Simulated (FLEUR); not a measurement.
Sensitivity of a calculation on SrTiO3 (P1, 5 atoms in the cell) to its settings

```xyz
5
Lattice="3.9127 0.0000 0.0000 0.0000 3.9127 0.0000 0.0000 0.0000 3.9127" Properties=species:S:1:pos:R:3 pbc="T T T"
Sr     0.0420     0.0184    -0.0402
Ti     1.9446     1.9604     1.9614
O      1.9326    -0.0109     1.9603
O      0.0127     1.9469     1.9590
O      1.9371     1.9543     0.0285
```

Base run A: FLEUR with PBEsol, all-electron FLAPW (FLEUR), scalar-relativistic valence, self-consistent single point.

Its settings: Kmax = 4.7 1/bohr; GmaxXC = 16.4 1/bohr; xcFunctional = PBEs; jspins = 1; l_soc = F; mode = hist; fermiSmearingEnergy = 0.0001 Htr; mesh (inpgen div1-3) = 3 3 3; inpgen gamma flag = false; Gmax = 16.4 1/bohr; numbands = 0; maxIterBroyd = 15; imix = Anderson; alpha = 0.05; precondParam = 0; minDistance = 1e-05 me/bohr^3; ctail = T; kcrel = 0; coretail_lmax = 0; theta = 0.

The starting cell comes from a database of computed structures (which also holds hypothetical and non-ambient phases and stackings), without a prior relaxation at this level. Its atoms were displaced at random from the sites of space group no. 221. Values depend on the basis (sphere radii, cutoffs, local orbitals), which need not be converged.

ΔF is the free energy per atom less that of run A. A dash stands where there is no value to compare (another energy zero or no entropy term, no result, no spin, no clean gap, or a mesh too coarse for one). Absolute energies have different zeros for different potentials, functionals, Hubbard and dispersion terms and are not compared across them.

In an all-electron method the total energy should not depend on the sphere radii; what changes here is the error of basis and core treatment.

Run A gave: largest force (eV/Å) 0.290; gap on the mesh (eV) 2.065; k-points 14.

Runs:
- B: inpgen_options:  → -nosym
- C: numbands: 0 → 20
- D: maxIterBroyd: 15 → 3
- E: gridPoints: {Sr: 925, Ti: 751, O: 427} → {Sr: 463, Ti: 375, O: 213}; logIncrement: {Sr: 0.014, Ti: 0.016, O: 0.024} → {Sr: 0.028, Ti: 0.032, O: 0.048}
- F: mtSphere_radius: {Sr: 2.68, Ti: 2.17, O: 1.23} bohr → {Sr: 2.55, Ti: 2.06, O: 1.17} bohr
- G: xcFunctional: PBEs → mjw [LDA (Moruzzi-Janak-Williams), scalar-relativistic valence]

Task: What does run F change against A?

Result: The free energy rises by 227 meV/atom, the largest force moves little (0.290 to 0.297 eV/Å) and the gap on the mesh hardly changes (2.065 to 2.058 eV).

Task: What does run G change against A?

Result: The largest force hardly changes (0.290 to 0.295 eV/Å) and the gap on the mesh goes from 2.065 to 2.020 eV.

| run | ΔF (meV/atom) | largest force (eV/Å) | gap on the mesh (eV) | k-points |
|---|---|---|---|---|
| A | 0.00 | 0.290 | 2.065 | 14 |
| B | 0.00 | 0.290 | 2.065 | 27 |
| C | 0.00 | 0.290 | 2.065 | 14 |
| D | 0.00 | 0.290 | 2.065 | 14 |
| E | 0.31 | 0.290 | 2.065 | 14 |
| F | 226.9 | 0.297 | 2.058 | 14 |
| G | – | 0.295 | 2.020 | 14 |
